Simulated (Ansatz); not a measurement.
**Hypothetical cubic perovskite TlSnCl3, response to strain**

The parent structure is TlSnCl$_{3}$ in the cubic perovskite structure (space group Pm-3m, No. 221; a = 5.578 Å; a hypothetical phase, not in the database extracts checked). Axes: x, y, z lie along the cube axes.

Strains are applied to the cell and any free atomic positions relax; under stress the whole cell relaxes.

Level of theory: DFT with PBE, PAW potentials and a 420 eV plane-wave cutoff in Ansatz (an electronic-structure program), without spin-orbit coupling.

Only one of these has a direct gap. Which?
A) uniaxial strain ε_zz = −5.20 %
B) uniaxial stress, 3 GPa compression along z
C) isotropic strain −2.65 %
D) strain tensor (xx, yy, zz, yz, xz, xy) = (+3.53, +2.17, −2.63, +0.45, +1.73, −1.04) %

D, strain tensor (xx, yy, zz, yz, xz, xy) = (+3.53, +2.17, −2.63, +0.45, +1.73, −1.04) %. Computed: uniaxial strain ε_zz = −5.20 %: indirect, A → Z; uniaxial stress, 3 GPa compression along z: indirect, A → Z; strain tensor (xx, yy, zz, yz, xz, xy) = (+3.53, +2.17, −2.63, +0.45, +1.73, −1.04) %: direct at R₂; isotropic strain −2.65 %: indirect, R → X

With Tl present, leaving out spin-orbit coupling can change the band edges. Beyond what the load breaks, stability against distortions was not tested. Many cubic perovskites are stable only at high temperature; tilts and polar distortions were not tested. k-point labels follow each cell's own Brillouin zone.
